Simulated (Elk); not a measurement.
Elk run on ZrMo₂ (Fd-3m, 6 atoms in the cell): self-consistent single point.

Method: Elk with LDA (PW92), all-electron FP-LAPW, Elk's shipped species files, LAPW+lo basis.

The change in words: lattice scaled by 0.98. Reference geometry:
```yaml
crystal:
  lattice:
    - [0.00000, 3.80208, 3.80208]
    - [3.80208, 0.00000, 3.80208]
    - [3.80208, 3.80208, 0.00000]
  atoms:
    - { symbol: Zr, position: [0.25000, 0.25000, 0.25000] }
    - { symbol: Zr, position: [0.00000, 0.00000, 0.00000] }
    - { symbol: Mo, position: [0.62500, 0.12500, 0.62500] }
    - { symbol: Mo, position: [0.62500, 0.62500, 0.62500] }
    - { symbol: Mo, position: [0.12500, 0.62500, 0.62500] }
    - { symbol: Mo, position: [0.62500, 0.62500, 0.12500] }
```

Reference input (self-consistent single point, DFT, LDA (PW92), all-electron FP-LAPW, Elk's shipped species files, LAPW+lo basis): xctype = 3; rgkmax = 8; stype = 3; swidth = 0.00367493 Ha; ngridk = 5 5 5; gmaxvr = 14 1/bohr; nxoapwlo = 1; rmtscf = 0.92. This run's input differs from it in these lines:

```diff
@@ -25,3 +25,3 @@
 scale
-  10.16096875
+  9.957748302
```

The program printed (abridged):

```
│ Self-consistent loop started │
│ Loop number : 1 │
 total energy                :     -23368.5128680
│ Loop number : 2 │
 total energy                :     -23369.3931689
RMS change in Kohn-Sham potential (target) :   0.1793852042     (  0.1000000000E-05)
Absolute change in total energy (target)   :   0.8803008989     (  0.1000000000E-03)
│ Loop number : 3 │
 total energy                :     -23372.7881180
RMS change in Kohn-Sham potential (target) :   0.1502018547     (  0.1000000000E-05)
Absolute change in total energy (target)   :    3.615024365     (  0.1000000000E-03)
│ Loop number : 4 │
   [... lines left out ...]
Absolute change in total energy (target)   :   0.3556291704E-03 (  0.1000000000E-03)
│ Loop number : 16 │
 total energy                :     -23372.3720994
RMS change in Kohn-Sham potential (target) :   0.9191990554E-07 (  0.1000000000E-05)
Absolute change in total energy (target)   :   0.1536863274E-03 (  0.1000000000E-03)
│ Loop number : 17 │
 total energy                :     -23372.3721348
RMS change in Kohn-Sham potential (target) :   0.1583817283E-07 (  0.1000000000E-05)
Absolute change in total energy (target)   :   0.7378181908E-04 (  0.1000000000E-03)
Convergence targets achieved

│ Loop number : 18 │

Energies :
 Fermi                       :     0.462109884937
 total energy                :     -23372.3721382

Density of states at Fermi energy :    100.9666016
 (states/Hartree/unit cell)

Estimated indirect band gap :   0.3825314677E-02
 from k-point      5 to k-point      9
Estimated direct band gap   :   0.1631026260E-01
 at k-point      5

Charges :
 core                        :    168.0000000
 valence                     :    80.00000000
 interstitial                :    12.84583950
 muffin-tins (core leakage)
  species :    1 (Zr)
   atom    1                 :    37.45429102     (  0.1262458053E-04)
   atom    2                 :    37.45429102     (  0.1262458053E-04)
  species :    2 (Mo)
   atom    1                 :    40.06139462     (  0.1642504479E-05)
   atom    2                 :    40.06139462     (  0.1642504479E-05)
   atom    3                 :    40.06139462     (  0.1642504479E-05)
   atom    4                 :    40.06139462     (  0.1642504479E-05)
 total in muffin-tins        :    235.1541605
 total calculated charge     :    248.0244977
 total charge                :    248.0000000
 error                       :   0.2449772179E-01

│ Self-consistent loop stopped │
```

The run converged in 18 iterations. The count includes the last loop, which Elk runs after its targets are met. Against the reference run the free energy goes down by 30.4 meV/atom.

The starting cell comes from a database of computed structures (which also holds hypothetical and non-ambient phases and stackings), without a prior relaxation at this level. For this run, on top of that: lattice scaled by 0.98. Spin polarisation is off. Values depend on the basis (sphere radii, cutoffs, local orbitals), which need not be converged. The log's line on a gap gives a spacing of levels on this mesh, which the program prints for metals too.
